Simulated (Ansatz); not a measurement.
The starting structures come from a database of crystals and need not be the phases stable at ambient conditions.

By PBEsol, the system below comes out a metal.

The ballistic (Sharvin) conductance counts the channels at the Fermi level: G/A = (e²/h) × channels of both spins per area.

Given:

```xyz
4
Lattice="3.8851 0.0000 0.0000 0.0000 3.8851 0.0000 0.0000 0.0000 3.8851" Properties=species:S:1:pos:R:3 pbc="T T T"
Nb     0.0000     0.0000     0.0000
Ru     0.0000     1.9426     1.9426
Ru     1.9426     0.0000     1.9426
Ru     1.9426     1.9426     0.0000
```

Space group of this cell: Pm-3m, Cu3Au type. The cell is taken as given; by PBEsol its mean pressure is -7.2 GPa.

The current flows along the normal of the first two printed cell vectors, the (001) plane of the conventional cell. No spin-orbit coupling; the value is a mean over 0.1 eV about the Fermi level.

### Question
Estimate the ballistic conductance per area that PBEsol (Ansatz, a first-principles code) returns for this system.

### Answer
1.5 × 10¹⁵ S/m² for both spins.
